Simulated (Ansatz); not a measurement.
Relaxation of the outer planes of the (10-10) surface of hcp Be in its 1x1 cell, outermost plane spacing 0.65 Å in the ideal cut.

The numbers are results of PBE (plane waves to 420 eV, PAW; Ansatz, a program for electronic structure), not measurements.

Slab: 12 atoms, 10.4 Å thick at the start (thin: gaps and levels are the slab's own); k 16x11x1, smearing 0.1 eV, dipole-corrected; all atoms relaxed; held to the start's symmetry, so lower structures may exist; no spin, no spin-orbit, no U.

```tsv
plane	atoms	bulk spacing to the next (Å)	relaxed spacing (Å)	change (%)	rumpling (Å)
1	Be	0.653	0.495	-24.2	0.00
2	Be	1.306	1.391	6.5	0.00
```
